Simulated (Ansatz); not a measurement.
Base system: CdTe in the zinc blende structure (space group F-43m, No. 216; a = 6.618 Å).

Method: PBE (Ansatz, a first-principles code; PAW; 420 eV plane waves; without spin-orbit coupling).

One change was made to it. Results:

```tsv
quantity	base	after
mean gap deformation potential ΔEg/Δln V	–	-2.9 eV
electron mass	0.053 mₑ (at Γ)	0.039 mₑ (at Γ)
valley order (the lowest conduction-band minima on the path, energy above the VBM, named in the base's zone)	Γ 0.59 eV; L along ⟨111⟩ 1.76 eV	Γ 0.39 eV; L along ⟨111⟩ 1.68 eV
volume per atom	36.23 Å³	38.75 Å³
```

Question: What was done to the base?
A. pressure 0.7 GPa
B. pressure −2 GPa
C. pressure 3 GPa
D. pressure 1.5 GPa
E. pressure −1 GPa

Answer: B, pressure −2 GPa. For comparison, the valley order in the other runs: pressure 3 GPa gives Γ 0.80 eV; L along ⟨111⟩ 1.83 eV; pressure 0.7 GPa gives Γ 0.64 eV; L along ⟨111⟩ 1.78 eV; pressure 1.5 GPa gives Γ 0.70 eV; L along ⟨111⟩ 1.80 eV; pressure −1 GPa gives Γ 0.50 eV; L along ⟨111⟩ 1.73 eV.

Spin-orbit coupling, missing from the scalar runs, can matter with Te. Load acts through the strain it causes; cell and atoms are relaxed under it. Effective masses come from finite differences of ±0.01 Å⁻¹. Whether these cells are dynamically stable was not tested. Tetrahedral semiconductors of this kind turn to denser phases somewhere between about 1 and 50 GPa; those were not computed, so compressed cells here can lie past the real transition.
